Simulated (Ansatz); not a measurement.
Worked energetics: Si(100) with buckled dimers with F and H on one dimer

Periodic model of Si(100) with buckled dimers with F and H on one dimer, 5 layers (cell 7.7 x 15.3 Å; k mesh 2x1x1). Level of theory: PBE-D3(BJ) (plane waves to 420 eV, PAW; Ansatz, a program for electronic structure). The slab states were run without spin polarisation. Saddle heights at 0 K without zero-point terms (NEB or saddle search) between local minima from single starting guesses; cell and mesh not converged. The saddle order is not shown.

The reaction: F moves from one Si to another (interdimer, along the row).

Total energies of the cell in eV (only differences have meaning):

```tsv
state	energy (eV)
start	-26511.531
top of the barrier	-26509.545
end	-26511.172
```

Work out the barrier, the reaction energy, the back barrier, the rate at 373 K and the temperature at which it reaches one per second, for an assumed prefactor of 1e13 per second.

Barrier = -26509.545 - (-26511.531) = 1.99 eV. Reaction energy = -26511.172 - (-26511.531) = +0.36 eV. Back barrier = barrier - reaction energy = 1.63 eV.
With an assumed prefactor of 1e13 per second, the rate at 373 K (kT = 0.0321 eV) is 1e13 x exp(-1.99 / 0.0321) = about 10^-13.9 per second, and it reaches one per second at T = 1.99 / (8.617e-5 x ln 1e13) = about 770 K.
